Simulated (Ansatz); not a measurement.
Cells marked so need not be the phases stable at ambient conditions, and some may be hypothetical.

The gap is the functional's own. No spin-orbit coupling. Mid-gap values are interpolated on the energy grid.

A. K3Sb2Au3 (R-3m, not sure to be the ambient phase, 8 atoms a cell, 30.6 Å³ an atom), along the normal of (101)
B. Li$_{5}$NCl$_{2}$ (R-3m, not sure to be the ambient phase, 8 atoms a cell, 13.4 Å³ an atom), along the normal of (110)
C. Ca$_{2}$FeH$_{6}$ (Fm-3m, not sure to be the ambient phase, 9 atoms a cell, 9.5 Å³ an atom), along the normal of (001)

Task: Put the candidates in order of mid-gap decay constant of the slowest evanescent state, highest first, for r2SCAN run with Ansatz (a first-principles code).

Result: C (0.50 1/Å), B (0.30 1/Å), A (0.13 1/Å)
